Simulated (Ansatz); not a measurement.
Migration barriers: interstitial Sb in silicon, charge state -1

Defect migration in silicon: interstitial Sb, charge state -1. Calculation: PBE, PAW (plane waves to 420 eV; Ansatz, a program for electronic structure).

Settings: 216 host sites, the relaxed PBE lattice, one k-point at (0.250, 0.250, 0.250), smearing 0.01 eV, spin-restricted, no image-charge correction. No zero-point or tunnelling terms. Spin-orbit coupling is left out. The charge state is imposed; whether it is stable for some Fermi level was not computed. Sites that were not tried may lie lower. The order of the sites in energy changes with the mesh.

Barriers: single points on a 2×2×2 k-point mesh shifted by half a step at the bands' geometries (they differ from the bands' own by up to 0.13 eV, and are uncertain by about as much).

| Route | Start site over the lowest site run (eV) | Hop (Å) | Forward barrier (eV) | Backward barrier (eV) | Neighbours at the start | Neighbours at the saddle | Saddle order | Forward, on the band's own sampling (eV) |
|---|---|---|---|---|---|---|---|---|
| a concerted move, in which Sb travels most | 0.00 | 1.35 | 0.13 | 0.13 | Si at 2.47, Si at 2.66, Si at 2.68, Si at 2.70, Si at 2.83, Si at 3.07, Si at 3.08 Å | 2 Si at 2.51, 2 Si at 2.71, 2 Si at 3.01 Å | not checked, on a symmetry element | 0.18 |
| a concerted move, in which Sb travels most | 0.00 | 1.37 | 0.13 | 0.13 | Si at 2.47, Si at 2.66, Si at 2.68, Si at 2.70, Si at 2.83, Si at 3.07, Si at 3.08 Å | 2 Si at 2.50, 2 Si at 2.71, 2 Si at 3.01 Å | not checked, on a symmetry element | 0.18 |

Paths come from nudged elastic bands with a climbing image.  A band can be held on a symmetry element, so unchecked saddle points there may be too high.

The whole set of runs took around 25 core-hours (rough).
